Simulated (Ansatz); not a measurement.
A working Ansatz (a first-principles code) input for CuI (Pm-3m, 2 atoms in the cell) (DFT, PBEsol, plane waves, default PAW files made with PBE):

Ansatz 0.2 input:
```yaml
crystal:
  lattice:
    - [3.380178, 0.000000, 0.000000]
    - [0.000000, 3.380178, 0.000000]
    - [0.000000, 0.000000, 3.380178]
  atoms:
    - { symbol: Cu, position: [0.000000, 0.000000, 0.000000] }
    - { symbol: I, position: [0.500000, 0.500000, 0.500000] }
kpoints:
  mp_grid:
    grid: [7, 7, 7]
hamiltonian:
  xc: pbesol
  pseudopotentials:
    kind: paw
scf:
  occupations:
    method: fermi_dirac
    width: 0.01 Ry
output:
  forces: true
  eigenvalues: true
  stress: true
```

The run converged in 8 iterations: free energy E − TS (on the zero of these files) -14019.7863 eV; Fermi level (on the code's own zero) 14.08 eV; pressure 8.45 GPa. Each of these slips is then made, one at a time:

(1)
```diff
-    - [3.380178, 0.000000, 0.000000]
-    - [0.000000, 3.380178, 0.000000]
-    - [0.000000, 0.000000, 3.380178]
+    - [6.387611, 0.000000, 0.000000]
+    - [0.000000, 6.387611, 0.000000]
+    - [0.000000, 0.000000, 6.387611]
```

(2)
```diff
+  max_iter: 40
+  convergence:
+    dr2_threshold: 1.0e-22 eV
```

What happens in each case?


(1) Cell lengths in the wrong unit (bohr against Å). The run converged in 16 iterations without an error; against the sound input the free energy goes up by 1.84 eV/atom and the pressure goes from 8.45 to -0.40 GPa.

(2) A threshold far tighter than needed, beside a limit on iterations. The run converged in 18 iterations, and against the sound input the free energy is nearly the same (within 1 meV/atom) and the pressure stays at 8.45 GPa. It cost iterations: the sound input took 8.

The starting cell was generated: these elements placed on a structure prototype, without a prior relaxation; it need not be a known phase or ordering of this composition. Spin polarisation is off. In the base run, with a pressure of about 8 GPa the cell is away from its equilibrium volume at this level. Ansatz's pressure includes its estimate of the finite-basis (Pulay) stress. The run gives no clean gap (levels at the Fermi energy touch, overlap or are partly filled at this smearing), which alone does not show that the compound is a metal.

Left out of this page: 3 runs of the series outside the window shown, repeating another row's setting, or not comparable.
